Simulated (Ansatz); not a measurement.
An Ansatz (a program for electronic structure) input (r2SCAN+rVV10 (Ansatz), no SOC):

Ansatz 0.2 input:
```yaml
crystal:
  lattice:
    - [4.2103899174, 0, 0]
    - [0, 4.2103899174, 0]
    - [0, 0, 29.8582567957]
  atoms:
    - { symbol: I, position: [0.5, 0, 0.2511868007] }
    - { symbol: Pb, position: [0, 0.5, 0.3030197898] }
    - { symbol: F, position: [0, 0, 0.3509477604] }
    - { symbol: F, position: [0.5, 0.5, 0.3509477604] }
    - { symbol: Pb, position: [0.5, 0, 0.3988757311] }
    - { symbol: I, position: [0, 0.5, 0.4507087201] }
    - { symbol: I, position: [0.5, 0, 0.5492912799] }
    - { symbol: Pb, position: [0, 0.5, 0.6011242689] }
    - { symbol: F, position: [0, 0, 0.6490522396] }
    - { symbol: F, position: [0.5, 0.5, 0.6490522396] }
    - { symbol: Pb, position: [0.5, 0, 0.6969802102] }
    - { symbol: I, position: [0, 0.5, 0.7488131993] }
basis: { ecutwfc: 500, ecutrho_ratio: 4, xc_grid: 4, fft_grid_basis: typed }
kpoints: { mp_grid: { grid: [8, 8, 1] } }
hamiltonian:
  xc: r2scan
  dispersion: rvv10
  pseudopotentials: { kind: paw }
scf: { occupations: { method: fermi_dirac, width: 0.05 } }
relax: { f_tol: 0.01, max_steps: 60, cell: { stress_tol: 0.02, fix: [c, alpha, beta] } }
output: { forces: true, stress: true }
checkpoint: { write: state.ck, write_every: 1000 }
```

### Question
Which symmetry and how many k-points will the program report, and about how many plane waves at Γ?

### Answer
Space group P4/nmm (ITA 129) with 16 operations, k-points 15 of 64, and 13477 plane waves at Γ.

Stability against distortions was not tested. The cell was made from PbIF (space group P4/nmm, No. 129) by this change: a free-standing slab of 2 layers (12 atoms, 6 a layer) is cut normal to the stacking axis, with 15 Å of vacuum and the in-plane cell relaxed.
